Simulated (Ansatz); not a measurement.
**Phonon-limited transport in CoSi2 (Fm-3m)**

Input:

```
CoSi2
1.0
    0.00000     2.63441     2.63441
    2.63441     0.00000     2.63441
    2.63441     2.63441     0.00000
Co Si
1 2
Cartesian
  0.00000   0.00000   0.00000
  3.95162   3.95162   3.95162
  1.31721   1.31721   1.31721
```

These are PBEsol, DFPT electron-phonon coupling, linearised Boltzmann equation (plane waves, PAW, scalar-relativistic; Ansatz, an electronic-structure program) values and carry that method's errors. Condition of this run: hydrostatic pressure 5 GPa (the target of the relaxation). Cell: relaxed with this functional, without spin-orbit coupling, then loaded as said.

```
Item                                                                                                    Result
----------------------------------------------------------------------------------  --------------------------
resistivity at 300 K                                                                                 8.4 μΩ·cm
resistivity at 77 K                                                                                 0.58 μΩ·cm
electron mean free path at 300 K (weighted by the current that each state carries)                     11.5 nm
electron-phonon coupling λ                                                                                0.37
transport coupling λ_tr                                                                                   0.35
logarithmic mean phonon energy                                                                          27 meV
density of states at the Fermi level                                                0.49 states/(eV·spin·cell)
Drude plasma energy                                                                                     6.6 eV
Hall coefficient at 300 K                                                                       21 ×10⁻¹¹ m³/C
```

A metal at this level (no band gap). Only scattering by harmonic phonons is included (no impurities, grain boundaries, electron-electron scattering or thermal expansion). Spin-orbit coupling is left out. Halving the electron mesh (28x28x28) moves the resistivity by up to 2 % at 300 K, the mean free path by up to 1 %, the coupling by up to 2 %. Smearing 0.20 eV; phonons on a 5x5x5 q mesh, which this run doesn't test and which matters most at low temperature.

Treated as nonmagnetic (a ferromagnetic start lost its moment, other orders weren't tried): CoSi2 (Fm-3m).
